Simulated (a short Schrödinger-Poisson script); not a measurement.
Structure: gated Al0.4Ga0.6As/GaAs modulation-doped gas, at 20 K.

| layer | material | thickness (nm) | Nd (cm⁻³) | Na (cm⁻³) |
|---|---|---|---|---|
| 1 | Al0.4Ga0.6As | 20 | - | - |
| 2 | Al0.4Ga0.6As | 30 | 2.6e18 | - |
| 3 | Al0.4Ga0.6As | 3 | - | - |
| 4 | GaAs | 6000 | - | 2e15 |

Constants are typed, rounded textbook-type inputs, not results; the design itself was drawn at random and stands for no fabricated device. Al0.4Ga0.6As: permittivity 11.76, conduction-band edge (eV) 0.316, gap (eV) 1.923, electron mass (mₑ) 0.1002, Nv at 300 K (cm⁻³) 9e18. GaAs: permittivity 12.9, conduction-band edge (eV) 0, gap (eV) 1.424, Nv at 300 K (cm⁻³) 9e18.

Channel valleys (confinement mass, in-plane density-of-states mass, number): Γ 0.067, 0.067, 1. At the gate the conduction-band edge of layer 1 lies 1.07 eV − eVg above the Fermi level of the channel; the field vanishes at the back. Donor level 0.006 eV below the band edge. The barrier under the gate holds no holes. Gaps are held at their typed values at every temperature. Mesh 0.08 nm at interfaces.

From a short Schrödinger-Poisson script (our own, NumPy): 1D Poisson equation in equilibrium, electrons quantum, Hartree (BenDaniel-Duke, 40 states a valley, the channel's in-plane mass for all, wave functions free to enter the barrier), parabolic valleys, classical holes, donors ionised by Fermi statistics, acceptors fully, no traps, pinning or gate leakage.

The same stack at other levels of the model or other numerical settings:

```
run                                                                  sheet density of all electrons at Vg = 0.5 V (cm⁻²)  sheet density of all electrons at Vg = -2 V (cm⁻²)  capacitance at Vg = 0.5 V (μF/cm²)  centroid of the channel electrons at Vg = 0.5 V (nm)  rough cost against the base
-------------------------------------------------------------------  ---------------------------------------------------  --------------------------------------------------  ----------------------------------  ----------------------------------------------------  ---------------------------
base                                                                                                             1.47e12                                             1.39e12                               0.399                                                  4.77                      about 1
electrons treated as classical, Boltzmann                                                                        2.25e12                                             1.55e12                               0.399                                                  0.26                         0.03
electrons treated as classical, Fermi-Dirac                                                                      1.56e12                                             1.41e12                               0.399                                                  3.87                          0.1
electrons treated as quantum, Hartree plus LDA exchange-correlation                                              1.54e12                                             1.41e12                               0.399                                                  4.47                            2
mesh six times as coarse                                                                                         1.47e12                                             1.39e12                               0.399                                                  4.74                          0.2
one subband a valley                                                                                             1.46e12                                             1.39e12                               0.399                                                  4.47                          0.3
```

The classical rows ignore confinement, and Boltzmann statistics overrate the density once the band edge passes the Fermi level.
